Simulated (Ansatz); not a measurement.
A constructed model of the (111) surface of fcc Pt, p(2x2) layer of Te, one a cell, on the site that continues the host's stacking (bottom of the slab: a bare face, its two planes held)

These are PBE (plane waves to 420 eV, PAW; Ansatz, an electronic-structure program) values and carry that method's errors.

Set-up: 25 atoms, 13.8 Å thick at the start; mesh 8x8x1; 0.1 eV smearing; dipole correction on; 8 atoms held, the rest relaxed; symmetry of the start imposed; no spin, no spin-orbit, no U. It is one candidate, not shown to be the stable structure of the face.

```yaml
work_function_of_the_top_face: 4.19 eV
energy_released_by_relaxation: 0.70 eV
cost: around 14 core-minutes (rough)
```
